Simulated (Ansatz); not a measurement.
A (8,0) blue phosphorus nanotube, relaxed period 5.627 Å, atoms relaxed at each strain.

| strain | energy (meV a period) | axial force (nN) |
|---|---|---|
| -0.015 | +75.5 | -2.86 |
| +0.015 | +68.3 | +2.59 |

Method: PBE (plane waves to 420 eV, PAW; Ansatz, an electronic-structure program). Mesh 1×1×6. No spin polarisation. Isolated but for its images some 11 Å away. A hypothetical model, rolled from the flat sheet. Only distortions within the start's symmetry and period were free. Buckling under compression is shut out by symmetry and the short period. Energies are free energies at a Fermi–Dirac width of 0.02 eV, from the unstrained cell.

Mean diameter 8.70 Å.

Question: Work out the axial stiffness dF/dε in two ways, and what it means for a modulus.

Answer: From the forces: (+2.59 − (-2.86))/0.030 = 182 nN. From the energies: (E₊ + E₋)/(ε² c) = 0.1438 eV/(0.015² × 5.627 Å) = 113.6 eV/Å = 182 nN. The two agree to within 1 %. Spread over the circumference π × 8.70 Å, the force value is a sheet stiffness of 67 N/m.
